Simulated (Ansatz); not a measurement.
Take Sc in the hcp (Mg type) structure (space group P6_3/mmc, No. 194; a = 3.3295 Å, c = 5.1919 Å) as the base.

Level of theory: r2SCAN (Ansatz, a first-principles code), scalar-relativistic without spin-orbit coupling.

Base values:

The volume per atom comes out as 24.92 Å³ and the c/a ratio comes out as 1.559.

The change: a hydrostatic pressure of 9 GPa.

Task: What happens to the volume per atom and c/a ratio?

Result: The volume per atom drops by 3.10 Å³ to 21.82 Å³; the c/a ratio decreases by 0.018, from 1.559 to 1.541.

Load acts through the strain it causes; cell and atoms are relaxed under it. No phonon test of stability was made. No other phases were tried under pressure. All final runs are without spin polarisation.
